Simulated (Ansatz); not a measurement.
Start from ZnSe in the zinc blende structure (space group F-43m, No. 216; a = 5.6655 Å). Axes: x, y, z lie along the cube axes.

Modification: strain tensor (xx, yy, zz, yz, xz, xy) = (−0.91, −1.17, +0.80, +2.12, −0.41, +0.30) %, atoms relaxed at fixed cell.

Levels (all Ansatz, a first-principles code, PAW): r2SCAN (500 eV, no spin-orbit coupling); HSE06+SOC (420 eV, spin-orbit coupling included).

The geometry is relaxed with r2SCAN.

| Quantity | Value |
|---|---|
| r2SCAN valence-band top at Γ | 0.00, -0.13, -0.27 eV |
| r2SCAN lowest conduction level above the VBM at special points | Γ 1.77 eV; R 2.71 eV; Z 2.82 eV |

Q: What does HSE06+SOC give at this geometry for the valence-band top at Γ and lowest conduction level above the VBM at special points?

A: The valence-band top at Γ (three highest Kramers pairs, from the VBM) changes from 0.00, -0.13, -0.27 eV to 0.00, -0.16, -0.56 eV; the lowest conduction level above the VBM at special points goes from Γ 1.77 eV; R 2.71 eV; Z 2.82 eV to Γ 2.22 eV; R 3.21 eV; Z 3.32 eV.

Single points use the geometry relaxed with r2SCAN. The spin-orbit shifts are approximate. The levels and masses belong to the bands next to the band gap. Stability against distortions was not tested. k-point labels follow each cell's own Brillouin zone.
